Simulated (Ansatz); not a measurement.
Take Rb in the bcc (W type) structure (space group Im-3m, No. 229; a = 5.5713 Å; relaxed with 0.1 eV smearing) as the base. Axes: x, y, z lie along the cube axes.

Level of theory: PBEsol in Ansatz (plane waves to 420 eV, PAW, no SOC).

Base values:

```
Quantity            Value
---------------  --------
Volume per atom  86.46 Å³
```

One thing is altered: compressive biaxial strain of 1.67 % in the plane normal to [111], as in epitaxy on a mismatched substrate; the out-of-plane cell vector and the atoms relax.

### Question
Predict the new volume per atom.

### Answer
The volume per atom falls by 2.166 Å³, from 86.46 Å³ to 84.30 Å³.

No phonon test of stability was made. The final runs are not spin-polarised.

Ansatz is a first-principles code.
